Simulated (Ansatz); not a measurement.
# A computed series for BaF2: pressure series

Take BaF₂ in the fluorite structure (space group Fm-3m, No. 225; a = 6.246 Å) as the base.

Cell and atoms are relaxed at each pressure.

The values are results of Kohn–Sham DFT with the PBE functional, run in Ansatz (a quantum-chemistry and plane-wave program) with PAW and 420 eV plane waves, without spin-orbit coupling, not measurements.

Computed cases, in order: pressure −2 GPa; pressure −1 GPa; 0 GPa (base); pressure 3 GPa; pressure 7 GPa; pressure 15 GPa; pressure 30 GPa; pressure 50 GPa; pressure 75 GPa; pressure 100 GPa.

Q: Between which two neighbouring cases does the gap turn between direct and indirect?

A: Between pressure 30 GPa (7.59 eV, indirect, K–Γ (33 % along) → X) and pressure 50 GPa (7.44 eV, direct at X). The whole series: pressure −2 GPa: 6.55 eV, indirect, a point along ⟨110⟩, about 0.6 Å⁻¹ from Γ → Γ; pressure −1 GPa: 6.64 eV, indirect, a point along ⟨110⟩, about 0.6 Å⁻¹ from Γ → Γ; 0 GPa (base): 6.73 eV, indirect, a point along ⟨110⟩, about 0.6 Å⁻¹ from Γ → Γ; pressure 3 GPa: 6.95 eV, indirect, K–Γ (36 % along) → Γ; pressure 7 GPa: 7.18 eV, indirect, K–Γ (36 % along) → Γ; pressure 15 GPa: 7.51 eV, indirect, K–Γ (33 % along) → Γ; pressure 30 GPa: 7.59 eV, indirect, K–Γ (33 % along) → X; pressure 50 GPa: 7.44 eV, direct at X; pressure 75 GPa: 7.15 eV, direct at X; pressure 100 GPa: 6.85 eV, direct at X.

Load acts through the strain it causes; cell and atoms are relaxed under it. Whether these cells are dynamically stable was not tested. Competing high-pressure phases were not computed.
